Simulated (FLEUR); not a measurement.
A self-consistent single point of C (Fd-3m, 2 atoms in the cell) with FLEUR.

Method: LDA (Perdew-Zunger), all-electron FLAPW (FLEUR), scalar-relativistic valence run with FLEUR.

```xyz
2
Lattice="0.0000 1.7804 1.7804 1.7804 0.0000 1.7804 1.7804 1.7804 0.0000" Properties=species:S:1:pos:R:3 pbc="T T T"
C      1.7804     1.7804     1.7804
C      2.6706     2.6706     2.6706
```

Reference input (self-consistent single point, DFT, PBE, all-electron FLAPW (FLEUR), scalar-relativistic valence): Kmax = 4.4 1/bohr; GmaxXC = 15.4 1/bohr; xcFunctional = pbe; jspins = 1; l_soc = F; mode = hist; fermiSmearingEnergy = 0.00036749 Htr; mesh (inpgen div1-3) = 13 13 13; inpgen gamma flag = false; Gmax = 15.4 1/bohr; numbands = 0; maxIterBroyd = 15. This run's input differs from it in these lines:

```diff
@@ -14,2 +14,3 @@
 &comp jspins=1 /
+&exco xctyp='pz' /
 &kpt div1=13 div2=13 div3=13 /
@@ -26,3 +27,3 @@
       <coreElectrons ctail="T" frcor="F" kcrel="0" coretail_lmax="0"/>
-      <xcFunctional name="pbe" relativisticCorrections="F"/>
+      <xcFunctional name="pz" relativisticCorrections="F"/>
       <magnetism jspins="1"/>
```

Output (repeated stretches shortened):

```
 Iteration:     1   Distance:      26.29479806 me/bohr^3
 Iteration:     2   Distance:      24.77314657 me/bohr^3
 Iteration:     3   Distance:       3.91194914 me/bohr^3
 Iteration:     4   Distance:       1.75377620 me/bohr^3
 Iteration:     5   Distance:       0.31489652 me/bohr^3
 Iteration:     6   Distance:       0.05121133 me/bohr^3
 Iteration:     7   Distance:       0.01079665 me/bohr^3
 Iteration:     8   Distance:       0.00064648 me/bohr^3
 Iteration:     9   Distance:       0.00029298 me/bohr^3
 Iteration:    10   Distance:       0.00000235 me/bohr^3
 Run finished successfully
 Stop message:
   Structural relaxation: Done

[file out, last iteration]
             iter=     11
[...]
          total density-effective poten   -1.1099144849E+02
          total charge density-energy d   -1.0237673745E+01
 Updated energy parameters for spin:           1
[...]
 fermi energy and band-weighting factors:

[...]
FERMIE:
          first approx. to ef    (T=0)  :   0.444392 htr   (energy of the highest occ. eigenvalue)
          number of occ. states  (T=0)  :        336
          first approx. to seigv (T=0)  :   0.928386 htr
          sum of weights of occ. states :   4.000000
          sum of semicore charge        :   0.000000 e
FERHIS:  Fermi-Energy by histogram:
          bandgap                     :   0.151998 htr
   [... lines left out ...]
          charge neutrality (T=0)     :   0.000000    (zero if the highest occ. eigenvalue is "entirely" occupied)
 Direct bandgap for spin            1 :   0.20700484817863907       Htr
   [... lines left out ...]
 ---->    (input%tkb*entropy) TS=              0.0000000000 htr
 ---->    free energy=                       -75.6174690400 htr
      extrapolation for T->0
 ---->    total electron energy=             -75.6174690400 htr
 ***** TOTAL FORCES ON ATOMS *****
 TOTAL FORCE FOR ATOM TYPE=  1  X=  2.523   Y=  2.523   Z=  2.523
                       FX_TOT= 0.000000 FY_TOT= 0.000000 FZ_TOT= 0.000000
 Structural relaxation: Done
```

The run converged in 10 iterations. FLEUR gives forces in its relaxation mode, with a further iteration, so its stop message speaks of a relaxation. Against the reference run the gap on the mesh goes from 4.176 to 4.136 eV.

The starting cell comes from a database of computed structures (which also holds hypothetical and non-ambient phases and stackings), without a prior relaxation at this level. Values depend on the basis (sphere radii, cutoffs, local orbitals), which need not be converged.
